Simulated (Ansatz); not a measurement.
# YPt₃ (Pm-3m): resistivity and electron-phonon coupling

Here is the system:

```
Pt3Y
1.0
    4.06362     0.00000     0.00000
    0.00000     4.06362     0.00000
    0.00000     0.00000     4.06362
Y Pt
1 3
Cartesian
  0.00000   0.00000   0.00000
  2.03181   2.03181   0.00000
  0.00000   2.03181   2.03181
  2.03181   0.00000   2.03181
```

All values below come from PBEsol, DFPT electron-phonon coupling, linearised Boltzmann equation (plane waves, PAW, scalar-relativistic; Ansatz, a quantum-chemistry and plane-wave program). How the cell was made: relaxed with this functional, without spin-orbit coupling.

```yaml
resistivity at 300 K: 13.4 μΩ·cm
resistivity at 77 K: 2.6 μΩ·cm
drude_plasma_energy: 5.1 eV
Hall coefficient at 300 K: 29 ×10⁻¹¹ m³/C
```

A metal at this level (no band gap). Only scattering by harmonic phonons is included (no impurities, grain boundaries, electron-electron scattering or thermal expansion). Spin-orbit coupling is left out, which matters with elements this heavy. Halving the electron mesh (20x20x20) moves the resistivity by up to 4 % at 300 K. Smearing 0.20 eV; phonons on a 4x4x4 q mesh, which this run doesn't test and which matters most at low temperature.

Formula and space group known from diffraction (Crystallography Open Database), not checked to be the room-temperature form: YPt3 (Pm-3m).
